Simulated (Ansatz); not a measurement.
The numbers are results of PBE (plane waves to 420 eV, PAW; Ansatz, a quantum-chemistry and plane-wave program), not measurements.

Planar average of the electrostatic potential across the slab, in eV from the Fermi level, for a constructed model of the (111) surface of fcc Pt, a layer of V in place of the second plane (bottom of the slab: a bare face, its two planes held):

(z (Å), V (eV)): (3.79, 5.71); (4.08, 5.71); (4.37, 5.71); (4.67, 5.71); (4.96, 5.70); (5.25, 5.69); (5.54, 5.67); (5.83, 5.61); (6.12, 5.48); (6.42, 5.19); (6.71, 4.51); (7.00, 2.91); (7.29, -1.19); (7.58, -10.33); (7.87, -19.53); (8.17, -23.35); (8.46, -19.70); (8.75, -10.74); (9.04, -2.16); (9.33, 0.17); (9.62, -3.27); (9.92, -12.41); (10.21, -20.82); (10.50, -23.50); (10.79, -18.91); (11.08, -9.63); (11.37, -1.66); (11.67, 0.08); (11.96, -3.84); (12.25, -13.18); (12.54, -21.29); (12.83, -23.37); (13.12, -18.26); (13.42, -8.76); (13.71, -1.12); (14.00, 0.45); (14.29, -2.76); (14.58, -11.65); (14.87, -20.41); (15.17, -23.77); (15.46, -20.04); (15.75, -11.26); (16.04, -3.35); (16.33, -2.44); (16.62, -7.29); (16.92, -11.42); (17.21, -12.60); (17.50, -12.07); (17.79, -8.85); (18.08, -3.61); (18.37, -2.68); (18.67, -9.12); (18.96, -18.29); (19.25, -23.47); (19.54, -21.64); (19.83, -13.70); (20.12, -4.07); (20.42, 1.19); (20.71, 3.12); (21.00, 3.96); (21.29, 4.32); (21.58, 4.48); (21.87, 4.56); (22.17, 4.59); (22.46, 4.61); (22.75, 4.61); (23.04, 4.62); (23.33, 4.62); (23.62, 4.62)

Slab: 6 atoms, 11.7 Å thick at the start; k 15x15x1, smearing 0.1 eV, dipole-corrected; 2 atoms held, the rest relaxed; held to the start's symmetry, so lower structures may exist; spin-polarised, no spin-orbit, no U. The starting moment vanished. It is one candidate, not shown to be the stable structure of the face.

The surface cell has an area of 6.82 Å². What dipole along the normal does the step between the two vacuum levels imply?

the top vacuum level lies 1.09 eV below the bottom one; p = −ε₀ A ΔV (ε₀ = 0.005526 e/(V·Å)) gives 0.04 e·Å a cell.
